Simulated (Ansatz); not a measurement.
The reference is GaAs in the zinc blende structure (space group F-43m, No. 216; a = 5.659 Å).

Level of theory: PBEsol (Ansatz, a quantum-chemistry and plane-wave program), no spin-orbit coupling.

Strains are applied to the cell and any free atomic positions relax.

One change was made to it. Results:

```json
[
 {"quantity": "band gap", "base": "0.42 eV", "after": "zero"},
 {"quantity": "energy relative to the base (free energy F)", "base": "0 meV/atom", "after": "+16 meV/atom"}
]
```

### Question
Which of these changes matches the shifts?
(A) isotropic strain +3.00 %
(B) isotropic strain −2.00 %
(C) isotropic strain +2.50 %
(D) isotropic strain +2.00 %
(E) isotropic strain −1.50 %

### Answer
D, isotropic strain +2.00 %. For comparison, the energy relative to the base in the other runs: isotropic strain −1.50 % gives +11 meV/atom; isotropic strain +2.50 % gives +25 meV/atom; isotropic strain +3.00 % gives +35 meV/atom; isotropic strain −2.00 % gives +19 meV/atom.

A case with no gap was solved on a k-mesh chosen for an insulator, which is coarse for it. Stability against distortions was not tested. The final runs are not spin-polarised. A zero or small gap of GaAs under isotropic strain +2.00 %, GaAs under isotropic strain +2.50 % and GaAs under isotropic strain +3.00 % can be the functional's error rather than a property of the material.
